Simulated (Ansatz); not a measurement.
The starting structures come from a database of crystals and need not be the phases stable at ambient conditions.

 Where the default PAW files enter, the runs use the earlier of Ansatz's two default sets.

Given:

```xyz
12
Lattice="7.4029 0.0000 0.0000 -3.7015 6.4111 0.0000 0.0000 0.0000 3.8064" Properties=species:S:1:pos:R:3 pbc="T T T"
W      3.7015     0.0000     0.0000
W      1.8507     3.2056     0.0000
W     -1.8507     3.2056     0.0000
O      1.3226     5.0377     0.0000
O      2.3789     1.3735     0.0000
O      3.7015     3.6642     0.0000
O      0.0000     2.7469     0.0000
O     -1.3226     5.0377     0.0000
O      5.0240     1.3735     0.0000
O      1.8507     3.2056     1.9032
O     -1.8507     3.2056     1.9032
O      3.7015     0.0000     1.9032
```

Space group of this cell: P6/mmm. The cell is taken as given; by PBEsol its mean pressure is -1.4 GPa.

The current runs along the normal of the first two printed vectors, the (001) plane. All runs by Ansatz (a quantum-chemistry and plane-wave program), plane waves and PAW, without spin-orbit coupling; the base is PBEsol.

| run | mean pressure (GPa) | gap (eV) | mid-gap κ (1/Å) |
|---|---|---|---|
| base | -1.4 | 0.62 | 0.104 |
| all lengths scaled by 0.98 | 13.8 | 0.70 | 0.109 |
| all lengths scaled by 1.02 | -12.7 | [?] | [?] |
| lda in place of pbesol | -5.5 | [?] | [?] |
| lengths across the current scaled by 0.98, ions clamped | 8.4 | 0.65 | 0.105 |
| lengths across the current scaled by 1.02, ions clamped | -9.0 | 0.58 | 0.102 |
| lengths along the current scaled by 0.97, ions clamped | 6.3 | 0.68 | 0.110 |
| lengths along the current scaled by 1.03, ions clamped | -7.1 | [?] | [?] |

Question: What belongs in the gaps?

Answer: 
- all lengths scaled by 1.02, gap (eV): 0.53
- all lengths scaled by 1.02, mid-gap κ (1/Å): 0.097
- lda in place of pbesol, gap (eV): 0.57
- lda in place of pbesol, mid-gap κ (1/Å): 0.099
- lengths along the current scaled by 1.03, ions clamped, gap (eV): 0.54
- lengths along the current scaled by 1.03, ions clamped, mid-gap κ (1/Å): 0.096
